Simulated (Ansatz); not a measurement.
Amorphous Si30N40W, 71 atoms at 3.27 g/cm³, one PBE-relaxed geometry, zone centre. Methods: PBE, scalar-relativistic without spin-orbit coupling (Ansatz, a first-principles code); r2SCAN, scalar-relativistic without spin-orbit coupling (Ansatz); HSE06, scalar-relativistic without spin-orbit coupling (Ansatz). Plane waves to 420 eV (r2SCAN 500 eV); exact exchange is cut at the cell's faces. The usual formal charges leave 6 electrons over, so the level spacing at the Fermi energy parts defect or band states and needn't be the band gap. At PBE the levels at the empty edge of the gap are localised (band-tail or defect states), and the nearest spread-out levels lie 1.7 eV apart at the zone centre. The higher rungs were started with moments on some atoms, which died out.

A CHGNet melt-quench gave the starting glass, which DFT then relaxed. N atoms were pushed apart under 1.9 Å during the dynamics, to hinder bonds among them. The hot cell started wider than the set density and was brought back towards it in steps. It is the lowest in DFT energy of 2 quenches. It is a model cell: composition and starting density were chosen by hand, and all elements were melted together. No dispersion term was used. Its density started from a set value of 3.27 and ended at 3.27 g/cm³. The simulated quench (nominally 300 K/ps over its main leg) is rapid and tends to freeze in more defects than a deposited or slowly cooled glass has. One small periodic cell is one sample of the glass; other quenches scatter about these values. The volume was held where the preparation left it, at a PBE pressure of 2.9 GPa. Stress components on the final sampling reach 4.6 GPa. On a 2×2×2 Γ-centred mesh force components of up to 0.18 eV/Å stay, since the relaxation ran on the zone centre alone. Cycles of charging lowered its energy after that relaxation.

The relaxation ran on the zone centre alone. At PBE the level spacing at the Fermi energy is 0.89 eV on a 2×2×2 Γ-centred mesh, and the spacing at the zone centre alone 1.05 eV.

### Question
What zone-centre spacing does r2SCAN give, roughly?

### Answer
1.21 eV (+0.16 eV against PBE).

### Question
What zone-centre spacing does HSE06 give, roughly?

### Answer
1.77 eV (+0.73 eV against PBE).

The highest filled and the lowest empty state spread over these numbers of atoms (participation numbers): PBE: 8.3 and 5.0; r2SCAN: 9.2 and 4.5; HSE06: 7.5 and 4.6.
